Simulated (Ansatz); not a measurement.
Worked example: self-consistent single point of ZrCuSiP (P4mm, 8 atoms in the cell) in Ansatz (a first-principles code)

Computed with PBEsol, default PAW files made with PBE (plane waves; Ansatz).

This input was run:

Ansatz 0.2 input:
```yaml
# ZrCuSiP
crystal:
  lattice:
    - [3.575513, 0.000000, 0.000000]
    - [0.000000, 3.575513, 0.000000]
    - [0.000000, 0.000000, 9.478748]
  atoms:
    - { symbol: Zr, position: [0.000000, 0.500000, 0.776655] }
    - { symbol: Zr, position: [0.500000, 0.000000, 0.228620] }
    - { symbol: Si, position: [0.500000, 0.500000, 0.000000] }
    - { symbol: Si, position: [0.000000, 0.000000, 0.000000] }
    - { symbol: Cu, position: [0.500000, 0.500000, 0.500000] }
    - { symbol: Cu, position: [0.000000, 0.000000, 0.500000] }
    - { symbol: P, position: [0.000000, 0.500000, 0.328190] }
    - { symbol: P, position: [0.500000, 0.000000, 0.671810] }
basis:
  ecutwfc: 30.9 Ry
kpoints:
  mp_grid: { grid: [9, 9, 4] }
hamiltonian:
  xc: pbesol
  pseudopotentials: { kind: paw }
scf:
  occupations: { method: gaussian, width: 0.0073 Ry }
output:
  forces: true
  eigenvalues: true
  stress: true
```

Output, abridged:

```
WARN ansatz: RAYON_NUM_THREADS=1 ignored (pool sized by the plan → 1); use --threads N
Pseudopotentials: kind: paw
Pseudopotential: Zr, paw, valence charge 12
Pseudopotential: Si, paw, valence charge 4
Pseudopotential: Cu, paw, valence charge 19
Pseudopotential: P, paw, valence charge 5
Crystal: 8 atoms, lattice volume = 121.179 Å³
Basis set: ecut = 420.4159175005146 eV, 2339 PW (Γ), exchange–correlation on 48×48×128 points (8 copies of the dense FFT grid, shifted against one another)
Bands: 48, of which v1, the nominal top of the filled ones, is band 40 counted from 1 (39 counted from 0)
Symmetry: 8 space group operations
Space group: P4mm (ITA 99), of the structure as read, at distance tolerance 4.9e-5 Å
k-points: 45 of 324 (time reversal used)
PAW frozen core: Zr, regenerated for the run's functional, and the local potential with it
PAW frozen core: Si, regenerated for the run's functional, and the local potential with it
PAW frozen core: Cu, regenerated for the run's functional, and the local potential with it
PAW frozen core: P, regenerated for the run's functional, and the local potential with it
Initial density: superposition of atomic densities (neutral atoms: chi_scale 0, normalization atom), corrected by the library's trained network
Initial wavefunctions: pseudopotential atomic-orbital guess
Eigensolver: davidson
Functional: x = pbesol(κ = 0.804, μ = 0.12345679012345678), c = pbesol(β = 0.046)
SCF iter   1: F=—  HF=-24164.391534 eV  |F-HF|=—  |Δ(HF+E_count)|=         —  Δρ=1.04e-2  dr2=8.69e-2  ethr=1.77e-3  ⟨swp⟩=6.8  Hψ=8681  notcnv=0
all-band conjugate gradients solve this SCF's bands
preconditioner: auto → Kerker (q_TF=auto, 2.546 Å⁻¹)
SCF iter   2: F=—  HF=-24164.378781 eV  |F-HF|=—  |Δ(HF+E_count)|=   1.28e-2  Δρ=2.57e-3  dr2=7.43e-3  ethr=1.09e-4  ⟨swp⟩=2.0  Hψ=3544  notcnv=0  defer=27
SCF iter   3: F=—  HF=-24164.377280 eV  |F-HF|=—  |Δ(HF+E_count)|=   1.50e-3  Δρ=1.96e-3  dr2=4.00e-3  ethr=9.29e-6  ⟨swp⟩=2.1  Hψ=3161  notcnv=0  defer=27
SCF iter   4: F=—  HF=-24164.376621 eV  |F-HF|=—  |Δ(HF+E_count)|=   6.59e-4  Δρ=3.67e-4  dr2=1.47e-4  ethr=5.00e-6  ⟨swp⟩=2.0  Hψ=3130  notcnv=0  defer=27
SCF iter   5: F=—  HF=-24164.376611 eV  |F-HF|=—  |Δ(HF+E_count)|=   1.06e-5  Δρ=1.07e-4  dr2=9.57e-6  ethr=1.84e-7  ⟨swp⟩=2.0  Hψ=3348  notcnv=0  defer=27
SCF iter   6: F=—  HF=-24164.376729 eV  |F-HF|=—  |Δ(HF+E_count)|=   1.18e-4  Δρ=1.71e-5  dr2=1.22e-6  ethr=1.20e-8  ⟨swp⟩=2.0  Hψ=3133  notcnv=0  defer=27
SCF iter   7: F=—  HF=-24164.376729 eV  |F-HF|=—  |Δ(HF+E_count)|=   8.89e-8  Δρ=1.21e-5  dr2=1.78e-7  ethr=1.53e-9  ⟨swp⟩=2.0  Hψ=3775  notcnv=0  defer=27
SCF iter   8: F=-24164.376729 eV  HF=-24164.376729 eV  |F-HF|=1.85e-8  |Δ(HF+E_count)|=   4.14e-8  Δρ=1.92e-6  dr2=2.13e-8  ethr=1.25e-10  ⟨swp⟩=8.9  Hψ=8073  notcnv=0
SCF 1 converged in 8 iterations: F = -24164.376729 eV  dr2 = 2.13e-8
SCF converged after 8 iterations
Free energy (F): -24164.376729 eV
Harris-Foulkes:  -24164.376729 eV  (|F-HF|=1.85e-8)
Internal energy: -24164.370763 eV  (E = F + TS)
E sigma→0 (E₀):  -24164.373746 eV
Entropy (-TS):   -0.005966 eV (-0.746 meV/atom)
Fermi energy:    13.965280 eV
--- Per-component energies (eV) ---
  E_band       = -926.253889
  E_kinetic    = 1497.591134
  E_local      = -17282.985905  (includes V_loc(G=0)·N_el)
  E_nonlocal   = 1065.418031
  E_hartree    = 7857.037965
  E_xc         = -738.194019
  E_vxc        = -836.949833  (∫ρ·V_xc dr)
  E_paw        = -11159.505158  (= ΣΔE_a)
  E_vpaw       = -1083.386220  (= ΣTr[D̂ρ^β])
  E_aug_tail   = 0.000588  (compensation charges beyond the density's cutoff)
  E_ewald      = -5404.632558
  E_core_change = 0.899159  (= ΣΔE_core)
  E_smearing   = -0.005966  (= −TS)
  E_closure    = -0.000000  (closes the sum)
  Σ components = -24164.376729   (vs F -24164.376729, Δ=0.00e0)
--- Forces (eV/Å), atoms counted from 1 ---
  atom   1  Zr    -0.00000000    -0.00000000    -0.92110381
  atom   2  Zr     0.00000000     0.00000000     0.29282770
  atom   3  Si     0.00000000     0.00000000     0.19375396
  atom   4  Si     0.00000000    -0.00000000     0.19375396
  atom   5  Cu     0.00000000    -0.00000000     0.05714260
  atom   6  Cu    -0.00000000     0.00000000     0.05714260
  atom   7  P      0.00000000     0.00000000     0.06239654
  atom   8  P      0.00000000    -0.00000000     0.06409782
  max |Σ_I F_I| component: 1.14e-5 eV/Å
--- Stress (GPa, compression-positive) ---
       -2.976815       0.000000       0.000000
        0.000000      -2.976815       0.000000
        0.000000       0.000000      -2.766378
  P = ⅓ Tr σ = -2.9067 GPa (-29.067 kbar)
  The stress holds the Pulay correction. Without it, at fixed plane waves, as pw.x and ABINIT print it: P = -2.9589 GPa
--- Band table (eV; the first three rows and the last of 45) ---
  k-point 0: bands = ["-99.2279", "-99.2170", "-56.7784", "-56.7694", "-56.7694", "-56.7666", "-56.7100", "-56.7100", "-34.8958", "-34.8551", "-13.0869", "-13.0500", "-12.9161", "-12.9161", "-12.8754", "-12.8754", "0.9077", "2.1380", "2.5812", [...]
  k-point 1: bands = ["-99.2279", "-99.2170", "-56.7784", "-56.7694", "-56.7694", "-56.7666", "-56.7100", "-56.7100", "-34.8958", "-34.8551", "-13.0860", "-13.0509", "-12.9161", "-12.9161", "-12.8754", "-12.8754", "0.9723", "1.8627", "2.8331", [...]
  k-point 2: bands = ["-99.2278", "-99.2170", "-56.7784", "-56.7694", "-56.7694", "-56.7666", "-56.7100", "-56.7100", "-34.8958", "-34.8551", "-13.0851", "-13.0518", "-12.9161", "-12.9161", "-12.8754", "-12.8754", "1.0623", "1.6497", "2.9996", [...]
  k-point 44: bands = ["-99.2226", "-99.2222", "-56.7766", "-56.7728", "-56.7726", "-56.7722", "-56.7079", "-56.7040", "-34.8697", "-34.8290", "-13.1042", "-13.1029", "-13.0633", "-13.0620", "-13.0229", "-12.9928", "2.9622", "3.0471", "6.2670", [...]
```

The run converged in 8 iterations.

The starting cell comes from a database of computed structures (which also holds hypothetical and non-ambient phases and stackings), without a prior relaxation at this level. Its lattice was rescaled by up to half a per cent. One atom was moved a little off its site on purpose. Spin polarisation is off. Ansatz's pressure includes its estimate of the finite-basis (Pulay) stress.
